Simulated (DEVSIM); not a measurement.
Structure: illuminated Si n-on-p cell, one wavelength, at 400 K.

Layer 1 from the left is Si, thickness (μm) 0.550, Nd (cm⁻³) 5.5e17, τn (s) 1.2e-7, τp (s) 4.8e-8, absorption coefficient (cm⁻¹) 510. Layer 2 from the left is Si, thickness (μm) 280, Na (cm⁻³) 5.2e16, τn (s) 5.8e-7, τp (s) 5.8e-7, absorption coefficient (cm⁻¹) 510.

Left contact: ohmic, minority hole recombination velocity 8000 cm/s. Right contact: ohmic, minority electron recombination velocity 1e6 cm/s. Voltage is applied to the left contact. Recombination: SRH at mid-gap, radiative, Auger. Light enters at the left, 2e17 photons cm⁻² s⁻¹, one pass, no reflection. Mobility is constant in doping.

The device is made up for the run: typed textbook-type constants, with dimensions and the other settings drawn at random. Values at 300 K; Nc and Nv go as T^1.5, mobilities as T to minus their exponent, the gap by Varshni's rule with the affinity fixed.

Si: gap (eV) 1.124, affinity (eV) 4.05, permittivity 11.7, Nc (cm⁻³) 2.86e19, Nv (cm⁻³) 3.1e19, μn (cm²/Vs) 1417, μp (cm²/Vs) 470, T exponent of μn 2.3, T exponent of μp 2.2, B (cm³/s) 4.7e-15, Cn (cm⁶/s) 2.8e-31, Cp (cm⁶/s) 9.9e-32, Varshni α (eV/K) 0.000473, Varshni β (K) 636.

Simulated with DEVSIM: 1D drift-diffusion, Boltzmann statistics, complete ionisation; no tunnelling, impact ionisation, image-force lowering or self-heating.

**Question.** What does the simulation give for the potential step across the device at zero bias, the largest field in the device at zero bias, the short-circuit current, the share of generated pairs collected at short circuit?

**Answer.** potential step across the device at zero bias 0.710 V; largest field in the device at zero bias 99000 V/cm; short-circuit current 21.5 mA/cm²; share of generated pairs collected at short circuit 0.672.
